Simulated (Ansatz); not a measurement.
Consider LaN in the zinc blende structure (space group F-43m, No. 216; a = 5.613 Å; a hypothetical phase, not in the database extracts checked).

Calculations: PBE (Ansatz, a first-principles code, PAW, spin-orbit coupling left out).

For the base:

| Item | Result |
|---|---|
| Smallest direct gap | 2.25 eV |
| Shortest interatomic distance | 2.430 Å |

Perturbation: a hydrostatic pressure of 10 GPa.

**Question.** How does this affect the smallest direct gap?

**Answer.** The smallest direct gap goes up by 0.15 eV to 2.40 eV.

**Question.** What does the calculation give for the shortest interatomic distance after the change?

**Answer.** The shortest interatomic distance decreases by 0.0776 Å (2.430 Å → 2.353 Å).

Load acts through the strain it causes; cell and atoms are relaxed under it. No phonon test of stability was made. No other phases were tried under pressure.
